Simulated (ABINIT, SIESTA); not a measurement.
A SIESTA input for a self-consistent single point of LaTl (Pm-3m, 2 atoms in the cell) (DFT, GGA PBEsol, numerical atomic orbitals DZP, PseudoDojo PBEsol standard norm-conserving potentials (rewritten from UPF to PSML)):

```
# files in the folder: La.psml Tl.psml (PseudoDojo PBEsol standard)
SystemName  LaTl
SystemLabel latl

NumberOfAtoms                2
NumberOfSpecies              2
%block ChemicalSpeciesLabel
  1 57 La
  2 81 Tl
%endblock ChemicalSpeciesLabel
LatticeConstant              1.0 Bohr
%block LatticeVectors
     7.506710263    0.000000000    0.000000000
     0.000000000    7.506710263    0.000000000
     0.000000000    0.000000000    7.506710263
%endblock LatticeVectors
AtomicCoordinatesFormat      ScaledCartesian
%block AtomicCoordinatesAndAtomicSpecies
     0.000000000    0.000000000    0.000000000  1
     3.753355131    3.753355131    3.753355131  2
%endblock AtomicCoordinatesAndAtomicSpecies

XC.functional                GGA
XC.authors                   PBEsol
PAO.BasisSize                DZP
PAO.EnergyShift              0.01 Ry
MeshCutoff                   350 Ry
%block kgrid.MonkhorstPack
    8   0   0  0.0
    0   8   0  0.0
    0   0   8  0.0
%endblock kgrid.MonkhorstPack
OccupationFunction           MP
OccupationMPOrder            0
ElectronicTemperature        0.1 eV

MaxSCFIterations             150
SCF.Mixer.Method             Broyden
SCF.Mixer.Weight             0.1
SCF.Mixer.History            6
SCF.DM.Tolerance             1.0E-04
Diag.ParallelOverK           true
WriteForces                  true
Charge.Mulliken              end
```

### Question
Write the same calculation as an input for ABINIT.

### Answer
This is the input that was run; spellings and numerical settings could be chosen otherwise.

```
# LaTl, PseudoDojo nc-sr-04 PBEsol standard
pp_dirpath "./"
pseudos "La.upf, Tl.upf"
acell 3.9723800000 3.9723800000 3.9723800000 Angstrom
rprim
         1.0000000000    0.0000000000    0.0000000000
         0.0000000000    1.0000000000    0.0000000000
         0.0000000000    0.0000000000    1.0000000000
natom 2
ntypat 2
znucl 57 81
typat 1 2
xcart
         0.0000000000    0.0000000000    0.0000000000
         1.9861900000    1.9861900000    1.9861900000
      Angstrom
ecut 110 Ry
occopt 7
tsmear 0.00367493
nband 17
kptopt 1
ngkpt 8 8 8
nshiftk 1
shiftk 0 0 0
nstep 80
tolvrs 1.0e-10
prtwf 0
prtden 0
```

Basis, cutoffs, solver keys and any potentials are the target program's own. This input uses DFT, PBEsol, plane waves, norm-conserving pseudopotentials (PseudoDojo nc-sr-04 PBEsol standard). Both were run: pressure -1.65 GPa in SIESTA and -2.07 in ABINIT.

On SIESTA: the starting cell comes from a database of computed structures (which also holds hypothetical and non-ambient phases and stackings), without a prior relaxation at this level. Values carry the incompleteness of an atom-centred basis.

On ABINIT: the starting cell comes from a database of computed structures (which also holds hypothetical and non-ambient phases and stackings), without a prior relaxation at this level.
